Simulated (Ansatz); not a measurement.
The reference is BaTiHO2 (space group P4/mmm, No. 123; a = 3.9941 Å, c = 3.9138 Å; ferromagnetic; a hypothetical phase, not in the database extracts checked). Axes: x, y, z lie along a, b, c of the conventional cell.

It is then changed as follows: the symmetric strain tensor [0.0015 0.0012 -0.0084; 0.0012 -0.0009 0.0044; -0.0084 0.0044 0.0026]; the atoms relax in the strained cell.

Levels (all Ansatz, an electronic-structure program, PAW): PBEsol (420 eV, no spin-orbit coupling); r2SCAN (500 eV, scalar-relativistic without spin-orbit coupling).

The geometry is relaxed with PBEsol.

```
Property                           Result
--------------------------  -------------
PBEsol pressure                  -0.3 GPa
PBEsol largest site moment        0.36 μB
PBEsol magnetic state       ferromagnetic
```

With r2SCAN at the same geometry, the pressure rises by 4.6 GPa (-0.3 GPa → 4.3 GPa); the largest site moment goes up by 0.235 μB to 0.60 μB; the magnetic state is still ferromagnetic.

The magnetic state is the one reached from the starting moments; the real material's order can differ, and small cells can't hold many antiferromagnetic ones. Single points use the geometry relaxed with PBEsol. Their cutoffs differ, which shifts pressures a little. Stability against distortions was not tested. No Hubbard U is applied, and correlation can decide whether such a compound is a metal.
